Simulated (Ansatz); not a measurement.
The parent structure is AlN in the wurtzite structure (space group P6_3mc, No. 186).

```yaml
crystal:
  lattice:
    - [3.13028, 0.00000, 0.00000]
    - [-1.56514, 2.71090, 0.00000]
    - [0.00000, 0.00000, 5.01810]
  atoms:
    - { symbol: Al, position: [0.66667, 0.33333, 0.00337] }
    - { symbol: Al, position: [0.33333, 0.66667, 0.50337] }
    - { symbol: N, position: [0.66667, 0.33333, 0.62183] }
    - { symbol: N, position: [0.33333, 0.66667, 0.12183] }
```

Cartesian axes are those of the cell as printed.

All numbers come from PBE (Ansatz, a program for electronic structure, PAW, scalar-relativistic without spin-orbit coupling).

Now apply this change: every lattice vector is shortened by 1.36 %; the atoms relax in the strained cell.

Task: Predict the stress tensor and what it implies for the stiffness.

Result: Stress of the strained cell less that of the base (GPa, compression positive):
```
   8.86    0.00    0.00
   0.00    8.86    0.00
   0.00    0.00    8.09
```

Then B = −ΔP/(ΔV/V₀) with ΔV/V₀ = -0.0402 gives secant stiffness values (nonlinear terms included at this strain): B (at held cell shape, above the free-shape value) ≈ 214 GPa.

As a check, the harmonic strain energy −½ V₀ Δσ:ε is 12 meV/atom; the computed energy rise is 11 meV/atom.

Whether these cells are dynamically stable was not tested.
